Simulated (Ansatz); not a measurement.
# The (310) surface of bcc Ta in its 1x1 cell, outermost plane spacing 1.05 Å in the ideal cut

Computed with r2SCAN, at the PBE geometry (plane waves to 500 eV, PAW; Ansatz, a program for electronic structure).

Set-up: 11 atoms, 10.5 Å thick at the start (thin: gaps and levels are the slab's own); mesh 12x7x1; 0.1 eV smearing; dipole correction on; single point; on the structure that PBE left under its start's symmetry; no spin, no spin-orbit, no U.

| Property | Result |
|---|---|
| surface energy (mean of both faces) | 171 meV/Å^2 |
| work function of the top face | 3.82 eV |
| cost | very roughly 5 core-minutes |
